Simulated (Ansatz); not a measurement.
Base system: C in the diamond structure (space group Fd-3m, No. 227; a = 3.560 Å). Axes: x, y, z lie along the cube axes.

All numbers come from r2SCAN (Ansatz, a first-principles code), scalar-relativistic without spin-orbit coupling.

Base values:

* **Valence-band top at Γ**: 0.00, 0.00, 0.00 eV
* **Band gap**: 4.36 eV

Now apply this change: uniaxial stress, 8 GPa tension along z, with the cell and atoms free to relax against it.

Task: What does the calculation give for the valence-band top at Γ after the change?

Result: The valence-band top at Γ (three highest levels, from the VBM) goes from 0.00, 0.00, 0.00 eV to 0.00, 0.00, -0.13 eV.

Task: How does this affect the band gap?

Result: The band gap shrinks by 0.12 eV, from 4.36 eV to 4.24 eV.

Task: What does the calculation give for the secant Young's modulus along z after the change?

Result: The secant Young's modulus along z is 1100 GPa.

Task: What happens to the mean lateral Poisson ratio?

Result: The mean lateral Poisson ratio amounts to 0.09.

Load acts through the strain it causes; cell and atoms are relaxed under it. Stability under load was not tested beyond the relaxation.
